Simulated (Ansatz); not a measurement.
System: C (model structure, Fm-3m, No. 225, 1 atom in the cell). Method: PBEsol (PAW; Ansatz, a first-principles code).

Numerical settings: plane-wave cutoff 520 eV, 26×26×26 k mesh, Fermi–Dirac smearing 0.05 eV, scalar-relativistic PAW data made under PBE.

Cell (relaxed at this level):

```cif
data_C
_chemical_formula_sum 'C1'
_space_group_name_H-M_alt 'P 1'
_space_group_IT_number 1
_cell_length_a 2.14703
_cell_length_b 2.14703
_cell_length_c 2.14703
_cell_angle_alpha 60.000
_cell_angle_beta 60.000
_cell_angle_gamma 60.000
loop_
_space_group_symop_operation_xyz
  'x, y, z'
loop_
_atom_site_label
_atom_site_type_symbol
_atom_site_fract_x
_atom_site_fract_y
_atom_site_fract_z
_atom_site_occupancy
C1 C 0.00000 0.00000 0.00000 1
```

**Question.** What does this level give for the bulk modulus?

**Answer.** 
* **bulk modulus**: 176 GPa

The run finds no gap.

Note: the bulk modulus is −V dP/dV from two relaxed cells at ±2 % in volume; the relaxation could raise the start's symmetry but not lower it, so the cell can be a saddle point.

Computing time: around 40 core-seconds (rough).

A model structure was made by putting elements into a prototype or built by hand; it is no filed structure, need not be a known phase, and can be a saddle point held by its symmetry.
